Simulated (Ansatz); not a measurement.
The slab is Si(111) 1x1 surface, 6 top atoms, 3 bilayers, bottom bilayer H-capped and fixed, every top atom capped by Cl; cell 11.5 x 6.6 Å; about 7 Å thick over the host's atoms, 18 atoms held. Computed with PBE-D3(BJ) (plane waves to 420 eV, PAW; Ansatz, a quantum-chemistry and plane-wave program). k mesh 1 x 2 x 1. The slab states were run without spin polarisation. A thicker slab, a larger cell or a denser mesh can move such energies by a tenth of an eV or more. All energies are electronic energies at 0 K, without vibrations. Each state was relaxed from one prepared geometry.

One SiH2Cl2 a cell is brought to Si(111):Cl. Relaxed result near the molecule:

```csv
atom,x (Å),y (Å),z (Å)
Cl(31),5.746,3.376,11.580
Cl(46),7.681,0.023,11.579
Si(a0),5.430,0.626,14.878
Cl(a1),5.923,1.468,16.683
Cl(a2),6.078,-1.327,14.803
H(a3),6.117,1.385,13.807
H(a4),3.953,0.627,14.742
```

Question: What is the adsorption energy against the free SiH2Cl2 and the slab before, and how much of it is dispersion?

Answer: -0.25 eV (negative: bound); the D3 term gives -0.26 eV of it. Its closest contacts to the rest of the cell: H(a3)...Cl(31) 3.01 Å, H(a3)...Cl(46) 3.04 Å, H(a4)...Cl(30) 3.22 Å.
